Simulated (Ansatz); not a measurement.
The starting structures come from a database of crystals and need not be the phases stable at ambient conditions.

Tunnelling through a barrier is set by its complex band structure: the current falls as exp(−2κd) with the smallest κ.

Consider the following.

```yaml
crystal:
  lattice:
    - [6.02346, 0.00000, 0.00000]
    - [3.01173, 7.29643, 0.00000]
    - [0.00000, 0.00000, 6.02245]
  atoms:
    - { symbol: Ba, position: [0.64146, 0.71708, 0.00000] }
    - { symbol: Ba, position: [0.35854, 0.28292, 0.00000] }
    - { symbol: Ba, position: [0.85854, 0.28292, 0.50000] }
    - { symbol: Ba, position: [0.14146, 0.71708, 0.50000] }
    - { symbol: H, position: [0.50055, 0.50000, 0.25000] }
    - { symbol: H, position: [0.49945, 0.50000, 0.75000] }
    - { symbol: H, position: [0.99945, 0.50000, 0.75000] }
    - { symbol: H, position: [0.00055, 0.50000, 0.25000] }
    - { symbol: H, position: [0.88654, 0.22692, 0.00000] }
    - { symbol: H, position: [0.11346, 0.77308, 0.00000] }
    - { symbol: H, position: [0.61346, 0.77308, 0.50000] }
    - { symbol: H, position: [0.38654, 0.22692, 0.50000] }
    - { symbol: H, position: [0.80349, 0.00000, 0.19437] }
    - { symbol: H, position: [0.19651, 0.00000, 0.80563] }
    - { symbol: H, position: [0.69651, 0.00000, 0.69437] }
    - { symbol: H, position: [0.30349, 0.00000, 0.30563] }
    - { symbol: Pt, position: [0.00000, 0.00000, 0.00000] }
    - { symbol: Pt, position: [0.50000, 0.00000, 0.50000] }
```

Space group of this cell: Cmce. The cell is taken as given; by PBEsol its mean pressure is -2.1 GPa.

Transport runs along the normal of the first two printed cell vectors.

No gap correction and no spin-orbit coupling; mid-gap values are interpolated between computed energies.

Q: Predict the band gap and the smallest decay constant κ at mid-gap from PBEsol in Ansatz (a program for electronic structure).

A: Gap 1.78 eV on a 6×6×6 mesh; κ = 0.170 1/Å, at (0.000, 0.500) of the in-plane reciprocal vectors. At the zone centre, at the nearest computed energy, the slowest state has κ = 0.19 1/Å.
